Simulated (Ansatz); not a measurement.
# A computed series for SiC: response to strain

Start from SiC (space group P6_3mc, No. 186; a = 3.078 Å, c = 10.076 Å).

Strains are applied to the cell and any free atomic positions relax.

Level of theory: plane-wave PAW DFT at the PBEsol level (Ansatz, a program for electronic structure, 420 eV), without spin-orbit coupling.

Notes on the quantities. pressure: mean of the normal stresses, compression positive; energy relative to the base: free energy F.

| variant | shortest interatomic distance | width of the top valence band | band gap | pressure | energy relative to the base |
|---|---|---|---|---|---|
| base | 3.559 bohr | 2.47 eV | 2.12 eV | -0.1 kbar | 0 meV/atom |
| isotropic strain +0.75 % | 3.586 bohr | 2.43 eV | 2.11 eV | -47.7 kbar | +3.6 meV/atom |
| isotropic strain +1.50 % | 3.613 bohr | ? | 2.11 eV | -91.0 kbar | +14 meV/atom |
| isotropic strain +2.25 % | 3.639 bohr | 2.37 eV | 2.10 eV | -130.2 kbar | ? |
| isotropic strain +3.00 % | 3.666 bohr | 2.33 eV | ? | -165.5 kbar | +53 meV/atom |

**Question.** Complete the table.

**Answer.** 
- isotropic strain +1.50 %, width of the top valence band: 2.40 eV
- isotropic strain +2.25 %, energy relative to the base: +31 meV/atom
- isotropic strain +3.00 %, band gap: 2.09 eV

Whether these cells are dynamically stable was not tested.
